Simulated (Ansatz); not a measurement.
Input and output of a relaxation of the atoms for Sr2CdPt2 (Imm2, 5 atoms in the cell) (Ansatz, a quantum-chemistry and plane-wave program).

Level of theory: LDA (PW92), default PAW files made with PBE (plane waves; Ansatz).

The change in words: one atom moved by 0.15 angstrom; relax: default → atoms; relax.f_tol: default → 0.2 eV/Å. Reference geometry:
```yaml
crystal:
  lattice:
    - [-2.29031, 2.99801, 4.59499]
    - [2.29031, -2.99801, 4.59499]
    - [2.29031, 2.99801, -4.59499]
  atoms:
    - { symbol: Sr, position: [0.29951, 0.79951, 0.50000] }
    - { symbol: Sr, position: [0.70049, 0.20049, 0.50000] }
    - { symbol: Cd, position: [0.00000, 0.00000, 0.00000] }
    - { symbol: Pt, position: [0.72608, 0.50000, 0.22608] }
    - { symbol: Pt, position: [0.27392, 0.50000, 0.77392] }
```

Reference input (self-consistent single point, DFT, LDA (PW92), plane waves, default PAW files made with PBE): basis.ecutwfc = 420 eV; kpoints.mp_grid.grid = 7 7 7; hamiltonian.xc = lda; hamiltonian.pseudopotentials = {kind: paw} (the program's default PAW files); scf.occupations.method = gaussian; scf.occupations.width = 0.1 eV. This run's input differs from it in these lines:

```diff
@@ -7,3 +7,3 @@
   atoms:
-    - { symbol: Sr, position: [0.299510, 0.799510, 0.500000] }
+    - { symbol: Sr, position: [0.315832, 0.815832, 0.500000] }
     - { symbol: Sr, position: [0.700490, 0.200490, 0.500000] }
@@ -25,2 +25,4 @@
     width: 0.1 eV
+relax:
+  f_tol: 0.2
 output:
```

The program printed (abridged):

```
   [... SCF lines of the steps left out ...]
relax step   1: F+E_penalty+E_count = -39500.04808586 eV  Δ(F+E_penalty+E_count) = +0.000e0 eV  max|allowed force component| = 5.516e-1 eV/Å  Δτ_max = 0.0000 Å  (6 SCF iters, dr2 threshold 1.00e-4 eV, accepted)
relax step   2: F+E_penalty+E_count = -39500.08600869 eV  Δ(F+E_penalty+E_count) = -3.792e-2 eV  max|allowed force component| = 1.187e-1 eV/Å  Δτ_max = 0.1212 Å  (8 SCF iters, accepted)
the relaxation is at rest under the 4 symmetry operations that the run kept from its start: a minimum is not shown …
Free energy (F): -39500.086009 eV
Internal energy: -39500.075705 eV  (E = F + TS)
E sigma→0 (E₀):  -39500.080857 eV
Entropy (-TS):   -0.010304 eV (-2.061 meV/atom)
Fermi energy:    12.099479 eV
--- Forces (eV/Å), atoms counted from 1 ---
  atom   1  Sr     0.00000000    -0.00000000     0.04757074
  atom   2  Sr     0.00000000     0.00000000    -0.11868814
  atom   3  Cd     0.00000000     0.00000000     0.01303065
  atom   4  Pt     0.00000000    -0.04220871     0.02904449
  atom   5  Pt     0.00000000     0.04220871     0.02904449
--- Stress (GPa, compression-positive) ---
   [... lines left out ...]
    - { symbol: Sr, position: [0.30264522687926687, 0.8026452268792669, 0.5] }
    - { symbol: Sr, position: [0.7056823669074361, 0.20568236690743621, 0.5] }
    - { symbol: Cd, position: [0.002954072334625386, 0.002954072334625386, 1.9347224992073488e-19] }
    - { symbol: Pt, position: [0.7299894839304943, 0.5025201669393357, 0.22746931699115877] }
    - { symbol: Pt, position: [0.27505084994817697, 0.5025201669393357, 0.7725306830088412] }
```

The run converged. 

Summary of the result:
- Free energy E − TS (on the zero of these files) = -39500.0860 eV
- Fermi level (on the code's own zero) = 12.10 eV
- Pressure = -5.47 GPa
- Largest force (vector length) = 0.119 eV/Å
- Relaxation steps = 2

The starting cell comes from a database of computed structures (which also holds hypothetical and non-ambient phases and stackings), without a prior relaxation at this level. Its lattice was rescaled by up to half a per cent. For this run, on top of that: one atom moved by 0.15 angstrom. Spin polarisation is off. The relaxation keeps the symmetry of its start, so its end need not be a minimum. Ansatz's pressure includes its estimate of the finite-basis (Pulay) stress.

Cost on one core of a shared machine: roughly 80 s.

Keys are those of Ansatz 0.2.
